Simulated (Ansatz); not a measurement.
Results of PBEsol (Ansatz, a first-principles code, PAW) for CsCl-type RuAl.

Settings: plane-wave cutoff 500 eV, 18×18×18 k mesh, Fermi–Dirac smearing 0.1 eV, no spin polarisation, scalar-relativistic PAW data made under PBE.

Computed at the level's own relaxed cell.

**Question.** Predict the volume per atom and equilibrium lattice constant a.

**Answer.** 
- volume per atom: 13.19 Å³/atom
- equilibrium lattice constant a: 2.977 Å

Measured, for comparison: lattice constant a 2.992 Å (temperature not stated, copied from a table, unchecked, no zero-point or thermal correction; as tabulated in Acta Metallurgica 41, 863 (1993)). Computed (rounded) less measured: lattice constant a not scored (unchecked). A static lattice is as a rule a little smaller and stiffer than an uncorrected measurement, which narrows the difference in the lattice constant a and would widen misses of the other sign.

The computed numbers hold no vibrational or temperature effects.

The result took very roughly 40 core-seconds.
